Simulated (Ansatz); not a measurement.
Quartz-high SiO2 (high-temperature phase) was calculated with r²SCAN in Ansatz (PAW).

Run with plane-wave cutoff 600 eV, 12×12×8 k mesh (along the axes of the cell as run), finite displacements, scalar-relativistic PAW data made under PBE.

Computed at the level's own relaxed cell.

**Question.** What does this level give for the electronic dielectric constant ε∞ (mean over three axes)?

**Answer.** 
electronic dielectric constant ε∞ (mean over three axes): 2.27

Note: symmetry holds this phase in the static calculation, where it need not be a minimum; the run finds an imaginary mode (73i cm⁻¹), so the cell is a saddle point at this level.

The result took very roughly 80 core-minutes.

Ansatz is a quantum-chemistry and plane-wave program.
